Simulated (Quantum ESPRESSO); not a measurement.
A self-consistent single point of Mg₁₄GaCo (Amm2, 16 atoms in the cell) with Quantum ESPRESSO.

Level of theory: PBEsol, SSSP 1.1.2 efficiency (PBE) pseudopotentials (plane waves; Quantum ESPRESSO).

The change in words: lattice scaled by 0.985; ecutwfc: 70 Ry → 42 Ry; ecutrho: 560 Ry → 336 Ry. Reference geometry:
```
CELL_PARAMETERS angstrom
      9.92583     0.00000     0.00000
      0.00000     3.13777     5.39152
      0.00000    -3.13777     5.39152
ATOMIC_POSITIONS crystal
  Mg 0.00000 0.16484 0.16484
  Mg 0.00000 0.66405 0.66405
  Mg 0.50000 0.15227 0.64955
  Mg 0.50000 0.64955 0.15227
  Mg 0.00000 0.17059 0.66623
  Mg 0.00000 0.66623 0.17059
  Mg 0.27630 0.33226 0.84688
  Mg 0.72370 0.84688 0.33226
  Mg 0.72370 0.33226 0.84688
  Mg 0.27630 0.84688 0.33226
  Mg 0.25742 0.32970 0.32970
  Mg 0.74258 0.32970 0.32970
  Mg 0.24794 0.83389 0.83389
  Mg 0.75206 0.83389 0.83389
  Ga 0.50000 0.67045 0.67045
  Co 0.50000 0.17653 0.17653
```

Reference input (self-consistent single point, DFT, PBEsol, plane waves, SSSP 1.1.2 efficiency (PBE) pseudopotentials): ecutwfc = 70 Ry; ecutrho = 560 Ry; occupations = smearing; smearing = methfessel-paxton; degauss = 0.0147 Ry; input_dft = pbesol; K_POINTS = automatic 2 4 4 0 0 0; conv_thr = 1e-10 Ry; mixing_beta = 0.4. This run's input differs from it in these lines:

```diff
@@ -12,4 +12,4 @@
    ntyp = 3
-   ecutwfc = 70
-   ecutrho = 560
+   ecutwfc = 42
+   ecutrho = 336
    occupations = 'smearing'
@@ -28,5 +28,5 @@
 CELL_PARAMETERS {angstrom}
-   9.9258300000     0.0000000000     0.0000000000
-   0.0000000000     3.1377750000     5.3915250000
-   0.0000000000    -3.1377750000     5.3915250000
+   9.7769430000     0.0000000000     0.0000000000
+   0.0000000000     3.0907080000     5.3106520000
+   0.0000000000    -3.0907080000     5.3106520000
 ATOMIC_POSITIONS {crystal}
```

Log, with long lists cut:

```
     Self-consistent Calculation

     iteration #  1     ecut=    42.00 Ry     beta= 0.40

     total energy              =   -1029.84225286 Ry
     estimated scf accuracy    <       3.88827010 Ry

     iteration #  2     ecut=    42.00 Ry     beta= 0.40

     total energy              =   -1028.60554457 Ry
     estimated scf accuracy    <      80.52774797 Ry

     iteration #  3     ecut=    42.00 Ry     beta= 0.40

     total energy              =   -1031.50981735 Ry
     estimated scf accuracy    <       0.32898938 Ry

   [... 18 blocks of this kind left out ...]

     iteration # 22     ecut=    42.00 Ry     beta= 0.40

     total energy              =   -1031.63713006 Ry
     estimated scf accuracy    <          1.3E-10 Ry

     iteration # 23     ecut=    42.00 Ry     beta= 0.40
     End of self-consistent calculation

     the Fermi energy is     4.7542 ev

!    total energy              =   -1031.63713006 Ry
     estimated scf accuracy    <          8.5E-12 Ry
     smearing contrib. (-TS)   =      -0.00031292 Ry
     internal energy E=F+TS    =   -1031.63681714 Ry

     convergence has been achieved in  23 iterations

     Forces acting on atoms (cartesian axes, Ry/au):

     atom    1 type  1   force =     0.00000000   -0.00000000   -0.00008271
     atom    2 type  1   force =     0.00000000    0.00000000   -0.00067274
     atom    3 type  1   force =     0.00000000    0.00044732   -0.00030667
     atom    4 type  1   force =     0.00000000   -0.00044732   -0.00030667
     atom    5 type  1   force =     0.00000000    0.00032613    0.00091307
   [... lines left out ...]

     Total force =     0.003558     Total SCF correction =     0.000001

          total   stress  (Ry/bohr**3)                   (kbar)     P=        8.50
   0.00003231   0.00000000   0.00000000            4.75        0.00        0.00
   0.00000000   0.00007863   0.00000000            0.00       11.57        0.00
   0.00000000  -0.00000000   0.00006245            0.00       -0.00        9.19

   JOB DONE.
```

The run converged in 23 iterations. Against the reference run the free energy goes up by 4.7 meV/atom, the pressure goes from -1.06 to 0.85 GPa and the largest force goes from 0.063 to 0.040 eV/Å.

The starting cell comes from a database of computed structures (which also holds hypothetical and non-ambient phases and stackings), without a prior relaxation at this level. For this run, on top of that: lattice scaled by 0.985. Spin polarisation is off.

Cost on one core of a shared machine: roughly 7 min.
